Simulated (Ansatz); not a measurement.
The parent structure is Au in the fcc (Cu type) structure (space group Fm-3m, No. 225; a = 4.083 Å; relaxed with 0.1 eV smearing). Axes: x, y, z lie along the cube axes.

All numbers come from PBEsol (Ansatz, an electronic-structure program, PAW, without spin-orbit coupling).

It is then changed as follows: compressive biaxial strain of 3.00 % in the plane normal to [001], as in epitaxy on a mismatched substrate; the out-of-plane cell vector and the atoms relax.

Problem. Predict the new energy relative to the base.

Solution. The energy goes up by 10 meV/atom.

Problem. How does this affect the out-of-plane strain?

Solution. The out-of-plane strain is +5.10 %.

Stability against distortions was not tested.
